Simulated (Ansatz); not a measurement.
## Effect of tensor shear ε_xy = +1.14 % on SrCl2

Take SrCl2 in the fluorite structure (space group Fm-3m, No. 225; a = 6.908 Å) as the base. Axes: x, y, z lie along the cube axes.

Perturbation: a pure shear with ε_xy = ε_yx = 0.0114; the atoms relax in the strained cell.

Computed with PBEsol (Ansatz, a quantum-chemistry and plane-wave program, PAW, spin-orbit coupling left out). k-mesh 8×8×8 (Γ-centred); smearing 0.05 eV (Fermi–Dirac).

The volume per atom remains 27.47 Å³ and the space group becomes Immm (No. 71) (base: Fm-3m (No. 225)). The shortest interatomic distance decreases by 0.014 Å, from 2.991 Å to 2.977 Å and the energy rises by 0.5 meV/atom. The band gap is still 5.25 eV and the gap character is indirect, X → Γ. The smallest direct gap is still 5.34 eV and the electron mass is still 0.37 mₑ (at Γ). The largest internal atomic displacement amounts to 0.015 Å and the stress (xx, yy, zz, yz, xz, xy; compression positive) is (0.01, 0.01, 0.02, 0.00, 0.00, -0.22) GPa.

Cost of the whole job for the changed cell (relaxation, final SCF and bands): very roughly 40 core-seconds.

Effective masses come from finite differences of ±0.01 Å⁻¹. Stability against distortions was not tested. Labels are those of the standard path for the cell's own space group.
